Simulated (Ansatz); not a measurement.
Cell of Bi2Se3 on Bi2Se3 (facing atoms over hollows or bridges), with its geometry taken from a PBE+D3(BJ) run:

```
CELL_PARAMETERS angstrom
      4.12556     0.00000     0.00000
     -2.06278     3.57284     0.00000
      0.00000     0.00000    35.90000
ATOMIC_POSITIONS crystal
  Se 0.33333 0.66667 0.26728
  Bi 0.66667 0.33333 0.31128
  Se 0.00000 0.00000 0.36522
  Bi 0.33333 0.66667 0.41910
  Se 0.66667 0.33333 0.46312
  Se 0.00000 0.00000 0.53693
  Bi 0.66667 0.33333 0.58097
  Se 0.33333 0.66667 0.63474
  Bi 0.00000 0.00000 0.68868
  Se 0.66667 0.33333 0.73266
```

All values below come from r2SCAN (plane waves to 500 eV, PAW; Ansatz, an electronic-structure program). No spin–orbit coupling. Its k-point mesh 9×9×1, Fermi–Dirac width 0.01 eV. A dipole correction is on.

**Question.** Give the plane-averaged electrostatic potential energy of an electron along the normal (the smooth PAW potential), about its mean over the cell, from 5 Å under the lowest atom to 5 Å over the highest.

**Answer.** 
```
z (Å) | V (eV)
    4.654 | ############################## 4.83
    4.920 | ############################## 4.83
    5.186 | ############################## 4.83
    5.584 | ############################## 4.83
    5.850 | ############################## 4.83
    6.116 | ############################## 4.83
    6.382 | ############################## 4.83
    6.781 | ############################## 4.82
    7.047 | ############################## 4.81
    7.313 | ############################## 4.80
    7.579 | ############################## 4.75
    7.978 | ############################## 4.56
    8.244 | ############################# 4.21
    8.510 | ############################ 3.43
    8.776 | ######################### 1.54
    9.174 | #################### -1.16
    9.440 | ################### -1.97
    9.706 | ################## -2.65
    9.972 | ################ -3.49
   10.371 | ############## -5.17
   10.637 | ######### -8.05
   10.903 | ### -11.88
   11.169 |  -13.42
   11.568 | ###### -9.92
   11.834 | ############## -5.13
   12.100 | ################### -1.98
   12.366 | ################### -1.83
   12.764 | ################## -2.22
   13.030 | ################### -2.17
   13.296 | ################## -2.18
   13.562 | ################## -2.23
   13.961 | ################### -1.66
   14.227 | ################# -2.87
   14.493 | ########### -7.04
   14.759 | ### -11.50
   15.158 |  -13.18
   15.424 | ##### -10.54
   15.690 | ########### -6.62
   15.956 | ############## -4.67
   16.354 | ################# -3.18
   16.620 | ################## -2.43
   16.886 | ################### -1.76
   17.152 | ##################### -0.81
   17.551 | ########################## 2.22
   17.817 | ############################ 3.34
   18.083 | ############################ 3.34
   18.349 | ########################## 2.23
   18.748 | ##################### -0.80
   19.014 | ################### -1.76
   19.280 | ################## -2.43
   19.546 | ################# -3.17
   19.944 | ############## -4.67
   20.210 | ########### -6.60
   20.476 | ##### -10.51
   20.742 |  -13.18
   21.141 | ### -11.55
   21.407 | ########## -7.11
   21.673 | ################# -2.93
   21.939 | ################### -1.72
   22.338 | ################## -2.26
   22.604 | ################## -2.22
   22.870 | ################## -2.20
   23.136 | ################## -2.25
   23.534 | ################### -1.86
   23.800 | ################### -2.02
   24.066 | ############## -5.18
   24.332 | ###### -9.97
   24.731 |  -13.45
   24.997 | ### -11.90
   25.263 | ######### -8.07
   25.529 | ############## -5.20
   25.928 | ################ -3.52
   26.194 | ################## -2.68
   26.460 | ################### -1.99
   26.726 | #################### -1.19
   27.124 | ######################### 1.53
   27.390 | ############################ 3.41
   27.656 | ############################# 4.19
   27.922 | ############################## 4.53
   28.321 | ############################## 4.72
   28.587 | ############################## 4.76
   28.853 | ############################## 4.78
   29.119 | ############################## 4.79
   29.518 | ############################## 4.80
   29.784 | ############################## 4.80
   30.050 | ############################## 4.80
   30.316 | ############################## 4.80
   30.714 | ############################## 4.80
   30.980 | ############################## 4.80
   31.246 | ############################## 4.80
```
